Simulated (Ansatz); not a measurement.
## CH3 on the 1x1 (111) surface of fcc Ag, one in a 2x2 cell, started at the site 'bridge Ag-Ag (span 2.9 Å)'

All values below come from PBE (plane waves to 420 eV, PAW; Ansatz, a program for electronic structure).

Set-up: 20 atoms, 7.1 Å thick at the start under the adsorbate (thin: gaps and levels are the slab's own); mesh 6x6x1; 0.1 eV smearing; dipole correction on; 8 atoms held, the rest relaxed; no symmetry held; spin-polarised, no spin-orbit, no U, no dispersion correction. The starting moment vanished. At the end it is bonded to Ag. In PBE it is, or lies within 0.03 eV of, the lowest of the starts that converged.

```json
{
 "adsorption energy against CH4(g) − ½ H2(g)": "1.52 eV",
 "work_function_of_the_top_face": "4.51 eV",
 "change_of_the_work_function": "0.067 eV",
 "change_of_the_step_from_the_bottom_to_the_top_vacuum_level_against_the_clean_slab": "0.092 eV",
 "energy_released_by_relaxation": "0.44 eV",
 "height of the binding atom over the mean of the host atoms within 0.3 Å of the top one": "236.6 pm",
 "magnetic_moment_of_the_cell": "0.00 μB",
 "nearest_host_atoms_of_the_binding_atom": "Ag at 2.18 Å, Ag at 3.80 Å, Ag at 3.80 Å",
 "largest_move_of_a_host_atom": "0.20 Å",
 "note": "in the relaxation the adsorbate left its starting site by 1.5 Å",
 "cost": "around 2.1 core-hours (rough)"
}
```

A negative adsorption energy means that the adsorbate is more stable on the surface than in its reference.
